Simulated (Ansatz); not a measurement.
These are PBE (plane waves to 420 eV, PAW; Ansatz, an electronic-structure program) values and carry that method's errors.

Host crystal: corundum, with a band gap (PBE, scalar-relativistic without spin-orbit coupling).

Electrostatic potential energy of an electron, averaged over planes parallel to the surface, in eV from the highest filled level, for H2O on the 1x1 (0001) surface of corundum (cut with top plane Al), one in a 1x1 cell, started at the site 'over Al at depth 1.2 Å':

```json
[
 {"z (Å)": "6.02", "V (eV)": "6.54"},
 {"z (Å)": "6.30", "V (eV)": "6.54"},
 {"z (Å)": "6.59", "V (eV)": "6.54"},
 {"z (Å)": "6.88", "V (eV)": "6.54"},
 {"z (Å)": "7.16", "V (eV)": "6.54"},
 {"z (Å)": "7.45", "V (eV)": "6.54"},
 {"z (Å)": "7.73", "V (eV)": "6.54"},
 {"z (Å)": "8.02", "V (eV)": "6.53"},
 {"z (Å)": "8.31", "V (eV)": "6.51"},
 {"z (Å)": "8.59", "V (eV)": "6.46"},
 {"z (Å)": "8.88", "V (eV)": "6.34"},
 {"z (Å)": "9.17", "V (eV)": "6.02"},
 {"z (Å)": "9.45", "V (eV)": "5.19"},
 {"z (Å)": "9.74", "V (eV)": "3.26"},
 {"z (Å)": "10.03", "V (eV)": "-1.85"},
 {"z (Å)": "10.31", "V (eV)": "-6.78"},
 {"z (Å)": "10.60", "V (eV)": "-8.96"},
 {"z (Å)": "10.89", "V (eV)": "-7.51"},
 {"z (Å)": "11.17", "V (eV)": "-3.77"},
 {"z (Å)": "11.46", "V (eV)": "-2.52"},
 {"z (Å)": "11.74", "V (eV)": "-1.90"},
 {"z (Å)": "12.03", "V (eV)": "-2.20"},
 {"z (Å)": "12.32", "V (eV)": "-4.78"},
 {"z (Å)": "12.60", "V (eV)": "-6.32"},
 {"z (Å)": "12.89", "V (eV)": "-5.39"},
 {"z (Å)": "13.18", "V (eV)": "-2.43"},
 {"z (Å)": "13.46", "V (eV)": "-1.04"},
 {"z (Å)": "13.75", "V (eV)": "-1.22"},
 {"z (Å)": "14.04", "V (eV)": "-1.11"},
 {"z (Å)": "14.32", "V (eV)": "-2.66"},
 {"z (Å)": "14.61", "V (eV)": "-5.65"},
 {"z (Å)": "14.90", "V (eV)": "-6.56"},
 {"z (Å)": "15.18", "V (eV)": "-4.96"},
 {"z (Å)": "15.47", "V (eV)": "-2.18"},
 {"z (Å)": "15.76", "V (eV)": "-1.68"},
 {"z (Å)": "16.04", "V (eV)": "-1.99"},
 {"z (Å)": "16.33", "V (eV)": "-2.86"},
 {"z (Å)": "16.61", "V (eV)": "-5.87"},
 {"z (Å)": "16.90", "V (eV)": "-8.13"},
 {"z (Å)": "17.19", "V (eV)": "-6.76"},
 {"z (Å)": "17.47", "V (eV)": "-2.66"},
 {"z (Å)": "17.76", "V (eV)": "1.08"},
 {"z (Å)": "18.05", "V (eV)": "2.35"},
 {"z (Å)": "18.33", "V (eV)": "2.54"},
 {"z (Å)": "18.62", "V (eV)": "1.54"},
 {"z (Å)": "18.91", "V (eV)": "0.87"},
 {"z (Å)": "19.19", "V (eV)": "0.31"},
 {"z (Å)": "19.48", "V (eV)": "1.16"},
 {"z (Å)": "19.77", "V (eV)": "3.57"},
 {"z (Å)": "20.05", "V (eV)": "4.51"},
 {"z (Å)": "20.34", "V (eV)": "4.80"},
 {"z (Å)": "20.62", "V (eV)": "4.90"},
 {"z (Å)": "20.91", "V (eV)": "4.94"},
 {"z (Å)": "21.20", "V (eV)": "4.95"},
 {"z (Å)": "21.48", "V (eV)": "4.96"},
 {"z (Å)": "21.77", "V (eV)": "4.96"},
 {"z (Å)": "22.06", "V (eV)": "4.96"},
 {"z (Å)": "22.34", "V (eV)": "4.96"},
 {"z (Å)": "22.63", "V (eV)": "4.96"},
 {"z (Å)": "22.92", "V (eV)": "4.96"},
 {"z (Å)": "23.20", "V (eV)": "4.96"},
 {"z (Å)": "23.49", "V (eV)": "4.96"},
 {"z (Å)": "23.78", "V (eV)": "4.96"}
]
```

Set-up: 23 atoms, 6.7 Å thick at the start under the adsorbate (thin: gaps and levels are the slab's own); mesh 6x6x1; 0.01 eV smearing; dipole correction on; 9 atoms held, the rest relaxed; no symmetry held; no spin, no spin-orbit, no U, no dispersion correction. At the end it is bonded to Al. In PBE it is, or lies within 0.03 eV of, the lowest of the starts that converged.

Question: The surface cell has an area of 20.03 Å². What dipole along the normal does the step between the two vacuum levels imply?

Answer: the top vacuum level lies 1.58 eV below the bottom one; p = −ε₀ A ΔV (ε₀ = 0.005526 e/(V·Å)) gives 0.18 e·Å a cell.
